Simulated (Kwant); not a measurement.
System: wire with a row of barriers in a InAs two-dimensional gas. Effective mass 0.023 mₑ, grid spacing 5 nm, hard walls, nominal width 100 nm (19 grid rows, so walls 100 nm apart), one parabolic valley, scattering region 500 nm long along x; energies count from the band bottom; Fermi energy swept from 0.0013079 to 0.015532 eV. 2 barrier(s) across the wire, height 0.045 eV, thickness 10 nm (about 2 grid columns), spaced by 60 nm.

The device is made up for the run: typed textbook-type constants, with dimensions and the other settings drawn at random.

Computed with Kwant: effective-mass tight-binding model on a square grid, one spin, coherent transport at 0 K. Conductance is in e²/h.

**Question.** How many channels do the leads carry at E = 5.07, 9.18, 13.0 meV?

**Answer.** The hard-wall thresholds are n² ħ²π²/(2mW²) = n² × 1.63 meV with W = 100 nm. √(5.07/1.63) = 1.76, so 1. √(9.18/1.63) = 2.37, so 2. √(13.0/1.63) = 2.82, so 2.
